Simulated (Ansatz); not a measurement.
## Mg3Sb2, pressure series

Base system: Mg3Sb2 (space group P-3m1, No. 164; a = 4.596 Å, c = 7.272 Å).

Cell and atoms are relaxed at each pressure.

All numbers come from PBE (Ansatz, a quantum-chemistry and plane-wave program; PAW; 420 eV plane waves; no spin-orbit coupling).

Base values:

Smallest direct gap: 1.02 eV

**Question.** The aim is a smallest direct gap between 0.74 eV and 0.81 eV. Which of these changes reaches it?
A. pressure 0.3 GPa
B. pressure 5 GPa
C. pressure −2 GPa
D. pressure −1 GPa

**Answer.** C, pressure −2 GPa. It gives 0.78 eV; pressure −1 GPa gives 0.90 eV; pressure 5 GPa gives 1.28 eV; pressure 0.3 GPa gives 1.05 eV. Changes not listed may reach it too

With Sb present, leaving out spin-orbit coupling can change the band edges. Load acts through the strain it causes; cell and atoms are relaxed under it. No phonon test of stability was made. Competing high-pressure phases were not computed.
